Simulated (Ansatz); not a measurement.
## A worked fit of the pressure against the volume, with one run withheld: CuZn (Pm-3m, 2 atoms in the cell)

```
CELL_PARAMETERS angstrom
      2.99779     0.00000     0.00000
      0.00000     2.99779     0.00000
      0.00000     0.00000     2.99779
ATOMIC_POSITIONS crystal
  Zn 0.50000 0.50000 0.50000
  Cu 0.00000 0.00000 0.00000
```

Method of the run: PBEsol, harder PAW files (source: ansatz) made with PBE (plane waves; Ansatz, a program for electronic structure).

Base settings: basis.ecutwfc = 700 eV; kpoints.mp_grid.grid = 7 7 7; kpoints.mp_grid.shift = 0.5 0.5 0.5; hamiltonian.xc = pbesol; hamiltonian.pseudopotentials = {kind: paw, source: ansatz}; scf.occupations.method = cold; scf.occupations.width = 0.1 eV.

The starting cell has typed, rounded lattice constants, without a prior relaxation at this level. Its lattice was rescaled by a random factor within 2.5 % of one. Spin polarisation is off. In the cell shown, with a pressure of about -10 GPa the cell is away from its equilibrium volume at this level. Ansatz's pressure includes its estimate of the finite-basis (Pulay) stress.

Murnaghan's equation with B′ set to 4 (a common value, assumed and not fitted) makes the pressure a straight line in x = (V₁/V)⁴, here with V₁ = 13.470 Å³/atom: P = a + b·x. The rows are the cell shown with its lattice scaled (for instance lattice scaled by 0.97, lattice scaled by 0.985, lattice scaled by 1.015, lattice scaled by 1.03); fractional positions and shape were held.

```
volume (Å³/atom)  (V₁/V)⁴  pressure (GPa)
----------------  -------  --------------
14.719             0.7014          -15.78
14.085             0.8365          -13.28
13.470             1.0000           -9.93
12.873             1.1988               ?
12.294             1.4411            0.17
```

Problem. Fit the line to the 4 rows given and predict the withheld one.

Solution. Means: x̄ = 0.99475, ȳ = -9.7050. Σ(x − x̄)(y − ȳ) = 6.754 and Σ(x − x̄)² = 0.3104, so b = 21.76 and a = ȳ − b·x̄ = -31.351; P = 0 at x₀ = −a/b = 1.4408, so V₀ = V₁·x₀^(−1/4) = 12.29 Å³/atom and B₀ = 4·b·x₀ = 125 GPa (for B′ = 4 and held positions). The largest residual of the fitted rows is 0.34. At x = 1.1988 the line gives -5.27 GPa. The run gave -5.53 GPa, a miss of 0.26 GPa. The rows were chosen because the form fits them, the withheld one included, so this shows the method and is no test of the form.

Left out of this page: 5 runs of the series outside the window shown, repeating another row's setting, or not comparable.

Keys are those of Ansatz 0.2.
